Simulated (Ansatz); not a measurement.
Start from AlN in the wurtzite structure (space group P6_3mc, No. 186; a = 3.1138 Å, c = 4.9833 Å). Axes: x lies along a and z along c of the hexagonal cell.

Method: PBEsol (Ansatz, a program for electronic structure), scalar-relativistic without spin-orbit coupling.

Strains are applied to the cell and any free atomic positions relax; under biaxial strain the out-of-plane vector relaxes too.

One change was made to it. Results:

The band gap goes up by 0.25 eV, from 4.09 eV to 4.34 eV; the electron mass is 0.28 mₑ out of plane, 0.31 mₑ in plane (at Γ); the valence-band top at Γ (three highest levels, from the VBM) becomes 0.00, -0.06, -0.06 eV (base: 0.00, -0.22, -0.22 eV).

Q: Which of these changes matches the shifts?
(A) biaxial strain −1.80 %, plane normal [001], relaxed out of plane
(B) biaxial strain −0.60 %, plane normal [001], relaxed out of plane
(C) biaxial strain −1.20 %, plane normal [001], relaxed out of plane
(D) biaxial strain −3.00 %, plane normal [001], relaxed out of plane
(E) biaxial strain −2.40 %, plane normal [001], relaxed out of plane

A: C, biaxial strain −1.20 %, plane normal [001], relaxed out of plane. For comparison, the band gap in the other runs: biaxial strain −0.60 %, plane normal [001], relaxed out of plane gives 4.22 eV; biaxial strain −1.80 %, plane normal [001], relaxed out of plane gives 4.43 eV; biaxial strain −3.00 %, plane normal [001], relaxed out of plane gives 4.47 eV; biaxial strain −2.40 %, plane normal [001], relaxed out of plane gives 4.45 eV.

Effective masses come from finite differences of ±0.01 Å⁻¹. Stability against distortions was not tested.
